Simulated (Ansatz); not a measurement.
The parent structure is InPd in the CsCl type structure (space group Pm-3m, No. 221; a = 3.247 Å).

Method: PBEsol (Ansatz, a quantum-chemistry and plane-wave program; PAW; 420 eV plane waves; no spin-orbit coupling).

One change was made to it. Results:

The density rises by 0.114 g/cm³ (10.73 g/cm³ → 10.85 g/cm³); the shortest interatomic distance shrinks by 0.010 Å (2.812 Å → 2.802 Å).

**Question.** Which change produced these results?
A) pressure 1.5 GPa
B) pressure 0.3 GPa
C) pressure 10 GPa

**Answer.** A, pressure 1.5 GPa. For comparison, the density in the other runs: pressure 10 GPa gives 11.41 g/cm³; pressure 0.3 GPa gives 10.76 g/cm³.

Load acts through the strain it causes; cell and atoms are relaxed under it. No phonon test of stability was made. No other phases were tried under pressure. All final runs are without spin polarisation.
